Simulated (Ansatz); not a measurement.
System: cubic perovskite CsSrF₃. Method: r²SCAN+rVV10 in Ansatz (plane waves, PAW).

The input as run:

Ansatz 0.2 input:
```yaml
crystal:
  lattice:
    - [4.7338782729, 0.0, 0.0]
    - [0.0, 4.7338782729, 0.0]
    - [0.0, 0.0, 4.7338782729]
  atoms:
    - { symbol: Cs, position: [0.0, 0.0, 0.0] }
    - { symbol: Sr, position: [0.5, 0.5, 0.5] }
    - { symbol: F, position: [0.5, 0.0, 0.5] }
    - { symbol: F, position: [0.0, 0.5, 0.5] }
    - { symbol: F, position: [0.5, 0.5, 0.0] }
basis:
  ecutwfc: 560
  ecutrho_ratio: 4
  xc_grid: 3
kpoints:
  mp_grid: { grid: [8, 8, 8] }
  band_path:
    path:
      - [0.0, 0.0, 0.0]
      - [0.0, 0.083333, 0.0]
      - [0.0, 0.166667, 0.0]
      - [0.0, 0.25, 0.0]
      - [0.0, 0.333333, 0.0]
      - [0.0, 0.416667, 0.0]
      - [0.0, 0.5, 0.0]
      - [0.083333, 0.5, 0.0]
      - [0.166667, 0.5, 0.0]
      - [0.25, 0.5, 0.0]
      - [0.333333, 0.5, 0.0]
      - [0.416667, 0.5, 0.0]
      - [0.5, 0.5, 0.0]
      - [0.444444, 0.444444, 0.0]
      - [0.388889, 0.388889, 0.0]
      - [0.333333, 0.333333, 0.0]
      - [0.277778, 0.277778, 0.0]
      - [0.222222, 0.222222, 0.0]
      - [0.166667, 0.166667, 0.0]
      - [0.111111, 0.111111, 0.0]
      - [0.055556, 0.055556, 0.0]
      - [0.045455, 0.045455, 0.045455]
      - [0.090909, 0.090909, 0.090909]
      - [0.136364, 0.136364, 0.136364]
      - [0.181818, 0.181818, 0.181818]
      - [0.227273, 0.227273, 0.227273]
      - [0.272727, 0.272727, 0.272727]
      - [0.318182, 0.318182, 0.318182]
      - [0.363636, 0.363636, 0.363636]
      - [0.409091, 0.409091, 0.409091]
      - [0.454545, 0.454545, 0.454545]
      - [0.5, 0.5, 0.5]
      - [0.444444, 0.5, 0.444444]
      - [0.388889, 0.5, 0.388889]
      - [0.333333, 0.5, 0.333333]
      - [0.277778, 0.5, 0.277778]
      - [0.222222, 0.5, 0.222222]
      - [0.166667, 0.5, 0.166667]
      - [0.111111, 0.5, 0.111111]
      - [0.055556, 0.5, 0.055556]
      - [0.5, 0.5, 0.416667]
      - [0.5, 0.5, 0.333333]
      - [0.5, 0.5, 0.25]
      - [0.5, 0.5, 0.166667]
      - [0.5, 0.5, 0.083333]
    npoints: 1
hamiltonian:
  xc: r2scan
  dispersion: rvv10
  pseudopotentials: { kind: paw }
scf:
  occupations: { method: fermi_dirac, width: 0.01 }
  convergence: { dr2_threshold: 0.0000000005 }
output:
  forces: true
  stress: true
  eigenvalues: true
  write_bands: true
```

The run printed, among other lines:

```
Crystal: 5 atoms, lattice volume = 106.084 Å³
Basis set: ecut = 560 eV, 3191 PW (Γ), exchange–correlation on 120×120×120 points (27 copies of the dense FFT grid, shifted against one another)
Bands: 25, of which v1, the nominal top of the filled ones, is band 20 counted from 1 (19 counted from 0)
Symmetry: 48 space group operations
Space group: Pm-3m (ITA 221), of the structure as read, at distance tolerance 4.7e-5 Å
k-points: 35 of 512
Functional: x = r2scan, c = r2scan + rvv10(b = 11.95, C = 0.0093); τ floored in thin density (d = 2e-4 eV/Å³)
SCF iter   1: F=—  HF=-11675.101240 eV  |F-HF|=—  |Δ(HF+E_count)|=         —  Δρ=6.33e-3  dr2=4.67e-2  dr2_τ=9.37e-2
SCF iter   2: F=—  HF=-11675.240625 eV  |F-HF|=—  |Δ(HF+E_count)|=   1.39e-1  Δρ=3.35e-3  dr2=6.42e-3  dr2_τ=1.19e-3
  ...
SCF iter   7: F=—  HF=-11675.238657 eV  |F-HF|=—  |Δ(HF+E_count)|=   6.27e-8  Δρ=2.29e-6  dr2=5.61e-9  dr2_τ=7.22e-10
SCF iter   8: F=-11675.238657 eV  HF=-11675.238657 eV  |F-HF|=4.37e-11  |Δ(HF+E_count)|=   1.88e-9  Δρ=3.98e-7  dr2=1.79e-10  dr2_τ=1.08e-11
SCF 1 converged in 8 iterations: F = -11675.238657 eV  dr2 = 1.79e-10
SCF converged after 8 iterations
Free energy (F): -11675.238657 eV
Internal energy: -11675.238657 eV  (E = F + TS)
E sigma→0 (E₀):  -11675.238657 eV
Fermi energy:    5.384863 eV
--- Forces (eV/Å), atoms counted from 1 ---
  atom   1  Cs    -0.00000000     0.00000000    -0.00000000
  atom   2  Sr     0.00000000    -0.00000000     0.00000000
  atom   3  F      0.00000000    -0.00000000    -0.00000000
  atom   4  F      0.00000000    -0.00000000    -0.00000000
  atom   5  F      0.00000000    -0.00000000     0.00000000
--- Stress (GPa, compression-positive) ---
       -0.000253      -0.000000      -0.000000
        0.000000      -0.000253       0.000000
       -0.000000      -0.000000      -0.000253
  P = ⅓ Tr σ = -0.0003 GPa (-0.003 kbar)
```

The PAW data were made under PBE.

Ansatz is a first-principles code.
